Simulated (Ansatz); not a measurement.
```xyz
1
Lattice="0.0000 1.9386 1.9386 1.9386 0.0000 1.9386 1.9386 1.9386 0.0000" Properties=species:S:1:pos:R:3 pbc="T T T"
Pt     0.0000     0.0000     0.0000
```

Method: PBEsol, rigid bands (plane waves, PAW, scalar-relativistic; Ansatz, an electronic-structure program). Condition of this run: hydrostatic pressure 10 GPa (the target of the relaxation). Geometry: cell and atoms relaxed with PBEsol, then loaded as said.

Problem. For narrow interconnects the product ρ₀λ of bulk resistivity and mean free path ranks metals, the lower the better. What is it here?

Solution. 3.3 ×10⁻¹⁶ Ω·m².

Problem. And the Drude plasma energy and the root-mean-square Fermi velocity at 300 K?

Solution. 9.2 eV; 5.0e5 m/s.

A metal at this level (no band gap); rigid bands, thermally averaged at 300 K, both spins. Spin-orbit coupling is left out, which matters with elements this heavy. τ is one relaxation time for all states; the product of resistivity and mean free path takes one path for all states instead.
